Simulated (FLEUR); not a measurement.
Equation of state of AlB2-type MgB2 (space group 191): energy against volume (FLEUR, LDA)

```xyz
3
Lattice="2.9698 0.0000 0.0000 -1.4849 2.5719 0.0000 0.0000 0.0000 3.3831" Properties=species:S:1:pos:R:3 pbc="T T T"
Mg     0.0000     0.0000     0.0000
B      1.4849     0.8573     1.6915
B      0.0000     1.7146     1.6915
```

Method: LDA (Vosko-Wilk-Nusair), all-electron FLAPW (FLEUR), scalar-relativistic valence in FLEUR. Settings: Kmax = 4.56 1/bohr; GmaxXC = 13.7 1/bohr; xcFunctional = vwn; jspins = 1; l_soc = F; mode = hist; fermiSmearingEnergy = 0.00183747 Htr; mesh (inpgen div1-3) = 22 22 17; inpgen gamma flag = true; Gmax = 13.7 1/bohr; numbands = 0; maxIterBroyd = 15; imix = Anderson; alpha = 0.05; precondParam = 0; minDistance = 1e-05 me/bohr^3. The cell above is the first row's. The rows scale it uniformly. In all rows fractional positions and the k mesh are held. E is the free energy at the stated smearing, counted from the lowest row.

```
V (Å^3/atom)  E (meV/atom)
------------  ------------
8.6136                   ?
8.8008                9.10
8.9881                2.37
9.1753                0.00
9.3626                1.58
9.5498                6.77
9.7371               15.25
9.9244               26.71
10.1116              40.90
```

The 8 complete rows are fitted with the third-order Birch-Murnaghan form, a cubic in V^(-2/3), E against V. With u = V^(-2/3) - 0.224, the rows have u = 0.010595, 0.007324, 0.004167, 0.001114, -0.001838, -0.004696, -0.007464, -0.010145. Least squares gives E = 3.117 - 1607.57·u + 206876·u² - 174216·u³. Residuals (row less fit): 0.000, -0.002, 0.002, -0.003, -0.002, 0.004, -0.004, 0.000; standard error 0.003 (degrees of freedom: 4). Its minimum lies at u = 0.003905, so V0 = (0.227905)^(-3/2) = 9.191. There d²E/du² = 409700 and d³E/du³ = -1045000, so B0 = (4/9) × 9.191^(-7/3) × 409700 × 0.160218 = 165 GPa (the last factor turns the table's units into GPa), and B0' = 4 + (2/3) × 0.227905 × (-1045000)/409700 = 3.6.

Q: Estimate the missing E (V = 8.6136); what did the run itself give?

A: u = 0.013982, so E = 3.117 - 1607.57 × 0.013982 + 206876 × 0.013982² - 174216 × 0.013982³ = 20.607 meV/atom. The calculation gives 20.63 meV/atom, 0.023 meV/atom above the prediction (0.1 % of the range of E in the table). The row lies outside the fitted rows, so this is an extrapolation. From the scatter of the fitted rows alone, a prediction at this place has a standard error of 0.010 meV/atom, so the miss is 2.3 times that.

Carrying the step between the two nearest rows on in a straight line would have given 15.83, off by 4.80; series whose last step already gives the withheld value aren't shown. The scan was laid around a cell of about the measured size, scaled by a guess for this functional; axis ratios and inner coordinates come from that cell. The runs keep the symmetry of the cell, so they don't test it for distortions. Values depend on the basis (sphere radii, cutoffs, local orbitals), which need not be converged. The shape of the cell and the inner coordinates aren't relaxed, so V0 and B0 belong to this uniform scaling; a relaxed crystal lies no higher in energy and is usually softer. Cutoffs and mesh are single choices, not tested for convergence of this quantity. Series with a scatter that would blur these digits, or in which a gap closes, are not shown. Nor are scans whose minimum lies at an end fitted in this form.
